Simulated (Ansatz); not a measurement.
Se_C in metastable 2H silicon carbide (start: the C site; 96-site cell, 2×2×2 shifted sampling). Computed with PBE, PAW (plane waves to 420 eV; Ansatz, a first-principles code). Total energies of the localised charge states, counted from that of charge +2, and their image corrections (point charge with alignment); the host's valence-band maximum lies at 9.434 eV on the cells' energy zero and its gap is 2.31 eV.

```tsv
charge	moment (μB)	E − E(first) (eV)	correction (eV)
+2	not spin-polarised	0.000	1.121
+1	1.0	12.059	0.401
0	not spin-polarised	24.012	0.000
```

Question: Derive the transition levels above the valence-band maximum and say which of them are thermodynamic.

Answer: A level is the Fermi energy at which two charges have equal formation energy: ε(q/q′) = [E(q′) + corr(q′) − E(q) − corr(q)] / (q − q′) − E_VBM.
ε(+2/+1) = [(12.059 + 0.401) − (0.000 + 1.121)] / 1 − 9.434 = 1.91 eV
ε(+1/0) = [(24.012 + 0.000) − (12.059 + 0.401)] / 1 − 9.434 = 2.12 eV
Thermodynamic levels at least 0.1 eV inside the gap: (+2/+1) at 1.91 eV; (+1/0) at 2.12 eV. Corrections reach 1.12 eV, so the outer levels may be off by several tenths of an eV. Only the charges listed were compared. At charge −1 the carrier sat in host band states, shallow at most. Flagged in the runs: a host whose relaxation on this sampling wasn't shown to rest, a strain field that reaches the edge of the cell.
